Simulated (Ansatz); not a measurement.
Band-edge transport in semiconductors and insulators: ZnSe (F-43m) under several functionals (Ansatz, an electronic-structure program, without spin-orbit coupling). The PBE cell:

```
ZnSe
1.0
    0.00000     2.86629     2.86629
    2.86629     0.00000     2.86629
    2.86629     2.86629     0.00000
Zn Se
1 1
Direct
  0.00000   0.00000   0.00000
  0.75000   0.75000   0.75000
```

| Functional | cell relaxed with | volume (Å³/atom) | band gap | electron conductivity mass | hole conductivity mass | Seebeck coefficient, n-type 1e19 cm⁻³ |
|---|---|---|---|---|---|---|
| PBE | PBE | 23.55 | 1.15 eV | 0.100 mₑ | 0.69 mₑ | -64 μV/K |
| r2SCAN | PBEsol | 22.35 | 1.94 eV | 0.136 mₑ | 0.65 mₑ | -83 μV/K |
| HSE06 | PBEsol | 22.35 | (withheld) | (withheld) | (withheld) | (withheld) |

Q: Given the cheaper levels, estimate the HSE06 row.

A: 
- HSE06, band gap: 2.50 eV
- HSE06, electron conductivity mass: 0.143 mₑ
- HSE06, hole conductivity mass: 0.63 mₑ
- HSE06, Seebeck coefficient, n-type 1e19 cm⁻³: -86 μV/K

For the band gap, PBE gives 1.15 eV and HSE06 2.50 eV: PBE lies 54 % below.

Masses are for dilute carriers at 300 K, harmonic means over directions unless an axis is named. Seebeck coefficients are for the stated density at 300 K, with one relaxation time for all states and whether or not that doping can be reached. Spin-orbit coupling is left out; without it hole values are far off for these elements.
